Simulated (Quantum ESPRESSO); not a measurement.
Quick settings and what they miss: BaGe₃Pt (I4mm, 5 atoms in the cell)

Self-consistent single point.

```yaml
crystal:
  lattice:
    - [2.30120, -2.30120, 5.14885]
    - [2.30120, 2.30120, 5.14885]
    - [-2.30120, -2.30120, 5.14885]
  atoms:
    - { symbol: Ba, position: [0.00000, 0.99989, 0.99989] }
    - { symbol: Ge, position: [0.50000, 0.74621, 0.24621] }
    - { symbol: Ge, position: [0.50000, 0.24621, 0.74621] }
    - { symbol: Ge, position: [0.00000, 0.60089, 0.60089] }
    - { symbol: Pt, position: [0.00000, 0.35152, 0.35152] }
```

Computed with PBEsol, PSlibrary ultrasoft (PBE) pseudopotentials (plane waves; Quantum ESPRESSO 7.5).

Base settings: ecutwfc = 45 Ry; ecutrho = 450 Ry; occupations = smearing; smearing = mp; degauss = 0.0099958 Ry; input_dft = pbesol; K_POINTS = automatic 7 7 7 0 0 0; conv_thr = 1e-10 Ry; mixing_beta = 0.7.

Tight run (finer mesh or higher cutoff; not a proven limit): ecutwfc: 45 Ry → 63 Ry; ecutrho: 450 Ry → 630 Ry; conv_thr: 1e-10 Ry → 7.3e-11 Ry; K_POINTS: automatic 7 7 7 0 0 0 → automatic 10 10 10 0 0 0. It gave Fermi level (on the code's own zero) 9.74 eV; pressure -1.74 GPa; largest force (vector length) 0.134 eV/Å.

Quick runs, as changes from the base:
- A: the base itself
- B: ecutwfc: 45 Ry → 36 Ry; ecutrho: 450 Ry → 360 Ry; input_dft: pbesol → default; pseudopotentials: {Ba: Ba.pbe-spn-rrkjus_psl.1.0.0.UPF, Ge: Ge.pbe-n-rrkjus_psl.1.0.0.UPF, Pt: Pt.pbe-n-rrkjus_psl.1.0.0.UPF} → {Ba: Ba.pz-spn-rrkjus_psl.1.0.0.UPF, Ge: Ge.pz-n-rrkjus_psl.1.0.0.UPF, Pt: Pt.pz-n-rrkjus_psl.1.0.0.UPF}; K_POINTS: automatic 7 7 7 0 0 0 → automatic 6 6 6 0 0 0 [LDA (PZ)]
- C: ecutwfc: 45 Ry → 22 Ry; ecutrho: 450 Ry → 220 Ry; K_POINTS: automatic 7 7 7 0 0 0 → automatic 4 4 4 0 0 0
- D: ecutwfc: 45 Ry → 31 Ry; ecutrho: 450 Ry → 310 Ry; degauss: 0.0099958 Ry → 0.0147 Ry; K_POINTS: automatic 7 7 7 0 0 0 → automatic 8 8 8 0 0 0
- E: ecutwfc: 45 Ry → 36 Ry; ecutrho: 450 Ry → 360 Ry; input_dft: pbesol → default; conv_thr: 1e-10 Ry → 7.3e-06 Ry; pseudopotentials: {Ba: Ba.pbe-spn-rrkjus_psl.1.0.0.UPF, Ge: Ge.pbe-n-rrkjus_psl.1.0.0.UPF, Pt: Pt.pbe-n-rrkjus_psl.1.0.0.UPF} → {Ba: Ba.pz-spn-rrkjus_psl.1.0.0.UPF, Ge: Ge.pz-n-rrkjus_psl.1.0.0.UPF, Pt: Pt.pz-n-rrkjus_psl.1.0.0.UPF}; K_POINTS: automatic 7 7 7 0 0 0 → automatic 2 2 2 0 0 0 [LDA (PZ)]
- F: ecutwfc: 45 Ry → 27 Ry; ecutrho: 450 Ry → 270 Ry; K_POINTS: automatic 7 7 7 0 0 0 → automatic 6 6 6 0 0 0

Energies are extrapolated to zero smearing width, which holds to low order in the width alone (under cold and Methfessel-Paxton smearing the free energy itself is taken).

Dashes: energy of B, E, another energy zero; pressure of E, not trusted under this conv_thr with d or f elements.

† marks runs with another functional, U, potentials or spin treatment: their distance from the tight run is not a convergence error alone.

The count of work is k-points × plane waves × bands × iterations; it is no time. Core times come from one kind of shared machine and are given to one figure; runs under 30 s give none.

The starting cell comes from a database of computed structures (which also holds hypothetical and non-ambient phases and stackings), without a prior relaxation at this level. Its lattice was rescaled by a random factor within 2.5 % of one. Spin polarisation is off.

```csv
run,energy less tight (meV/atom),pressure less tight (GPa),largest miss in a force vector (eV/Å),count of work / tight,core time / tight (rough)
A,2.7,0.07,0.033,0.23,0.3
B†,–,-2.44,0.203,0.30,0.4
C,18.2,-0.89,0.245,0.029,0.06
D,11.0,-0.32,0.014,0.32,0.4
E†,–,–,1.349,0.022,0.1
F,23.3,-0.16,0.132,0.076,0.1
```

Among the runs at the tight run's level, the energy misses run from 2.7 to 23.3 meV/atom.
